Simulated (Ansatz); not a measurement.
Start from Nb3Sn in the A15 (Cr3Si type) structure (space group Pm-3n, No. 223; a = 5.2586 Å).

Structures relaxed with PBEsol (Ansatz, a quantum-chemistry and plane-wave program, PAW, spin-orbit coupling left out).

Base:

Simulated powder pattern, Cu Kα1, λ = 1.54056 Å (kinematic, ideal powder, no thermal factors, no anomalous dispersion; the 10 strongest lines at most, above 2 %, up to 2θ = 90°):

| 2θ (°) | I/Imax (%) | hkl |
|---|---|---|
| 34.07 | 44 | (200) |
| 38.24 | 100 | (210) |
| 42.05 | 96 | (211) |
| 60.98 | 6.2 | (222) |
| 63.76 | 21 | (320) |
| 66.47 | 48 | (321) |
| 71.74 | 17 | (400) |
| 81.85 | 13 | (420) |
| 84.33 | 20 | (421) |
| 86.80 | 12 | (332) |

Now apply this change: a hydrostatic pressure of 5 GPa.

Task: How do the reflections move or split?

Result: 
Simulated powder pattern, Cu Kα1, λ = 1.54056 Å (kinematic, ideal powder, no thermal factors, no anomalous dispersion; the 10 strongest lines at most, above 2 %, up to 2θ = 90°):

| 2θ (°) | I/Imax (%) | hkl |
|---|---|---|
| 34.39 | 44 | (200) |
| 38.60 | 100 | (210) |
| 42.45 | 96 | (211) |
| 61.60 | 6.2 | (222) |
| 64.41 | 21 | (320) |
| 67.15 | 48 | (321) |
| 72.49 | 17 | (400) |
| 82.75 | 13 | (420) |
| 85.27 | 20 | (421) |
| 87.78 | 12 | (332) |

The indices refer to the base's conventional cell; one index is shown for lines that coincide.

Load acts through the strain it causes; cell and atoms are relaxed under it. No phonon test of stability was made. Competing high-pressure phases were not computed. The final runs are not spin-polarised.
